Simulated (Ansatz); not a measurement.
Band structure of HfS₃ (P2_1/m, 8 atoms in the cell).

```xyz
8
Lattice="5.1140 0.0000 0.0000 0.0000 3.5848 0.0000 -1.2012 0.0000 9.0540" Properties=species:S:1:pos:R:3 pbc="T T T"
Hf     0.6781     2.6886     5.8974
Hf     3.2348     0.8962     3.1566
S      4.2644     2.6886     1.6132
S     -0.3516     0.8962     7.4408
S      0.6773     0.8962     4.0571
S      3.2355     2.6886     4.9969
S      1.7086     0.8962     7.4419
S      2.2042     2.6886     1.6121
```

Method: LDA (PW92), default PAW files made with PBE (plane waves; Ansatz, a program for electronic structure).

Settings: kpoints.mp_grid.grid = 4 5 2; hamiltonian.xc = lda; hamiltonian.pseudopotentials = {kind: paw} (the program's default PAW files); scf.occupations.method = fixed; kpoints.band_path.npoints = 8.

The starting cell comes from a database of computed structures (which also holds hypothetical and non-ambient phases and stackings), without a prior relaxation at this level. Its lattice was rescaled by a random factor within 2.5 % of one. Spin-orbit coupling is off.

Question: Predict the gap along the standard path and the places of the band edges.

Answer: The gap along the path is 0.92 eV, from Γ to Y; the smallest direct gap on it is 0.95 eV. Another conduction valley lies within 0.1 eV, so the order of the valleys is not sure.

Levels in eV from the top of the valence band on the path, bands 41 to 48:
| point | 41 | 42 | 43 | 44 | 45 | 46 | 47 | 48 |
|---|---|---|---|---|---|---|---|---|
| Γ | -0.44 | -0.30 | -0.11 | 0.00 | 1.00 | 1.66 | 3.70 | 3.79 |
| Y | -0.37 | -0.31 | -0.15 | -0.03 | 0.92 | 1.74 | 3.68 | 3.81 |
| H | -1.05 | -0.49 | -0.23 | -0.21 | 1.39 | 1.52 | 1.73 | 1.86 |
| C | -1.07 | -0.57 | -0.25 | -0.22 | 1.37 | 1.54 | 1.74 | 1.82 |
| E | -1.58 | -1.58 | -1.11 | -1.11 | 1.76 | 1.76 | 3.55 | 3.55 |
| M1 | -1.57 | -1.57 | -1.10 | -1.10 | 1.78 | 1.78 | 3.50 | 3.50 |
| A | -1.64 | -1.64 | -1.00 | -1.00 | 1.75 | 1.75 | 3.47 | 3.47 |
| X | -0.63 | -0.23 | -0.20 | -0.16 | 1.37 | 1.55 | 1.72 | 1.80 |
| H1 | -1.05 | -0.49 | -0.23 | -0.21 | 1.39 | 1.52 | 1.73 | 1.86 |

Keys are those of Ansatz 0.2.
